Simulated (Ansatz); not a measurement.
The parent structure is TiC in the rock salt structure (space group Fm-3m, No. 225; relaxed with 0.1 eV smearing).

```
TiC
1.0
    0.00000     2.13046     2.13046
    2.13046     0.00000     2.13046
    2.13046     2.13046     0.00000
Ti C
1 1
Direct
  0.00000   0.00000   0.00000
  0.50000   0.50000   0.50000
```

Cartesian axes are those of the cell as printed.

Level of theory: plane-wave PAW DFT at the LDA level (Ansatz, a program for electronic structure, 420 eV), scalar-relativistic without spin-orbit coupling.

Base values:

The shortest interatomic distance comes out as 2.130 Å.

Now apply this change: compressive biaxial strain of 2.50 % in the plane normal to [111], as in epitaxy on a mismatched substrate; the out-of-plane cell vector and the atoms relax.

**Question.** Predict the new energy relative to the base.

**Answer.** The energy rises by 23 meV/atom.

**Question.** Predict the new ratio −ε⊥/ε∥.

**Answer.** The ratio −ε⊥/ε∥ amounts to 0.63.

**Question.** What happens to the in-plane stress?

**Answer.** The mean in-plane stress (compression positive) amounts to +15.9 GPa.

**Question.** What happens to the shortest interatomic distance?

**Answer.** The shortest interatomic distance shrinks by 0.0239 Å to 2.107 Å.

No phonon test of stability was made. All final runs are without spin polarisation.
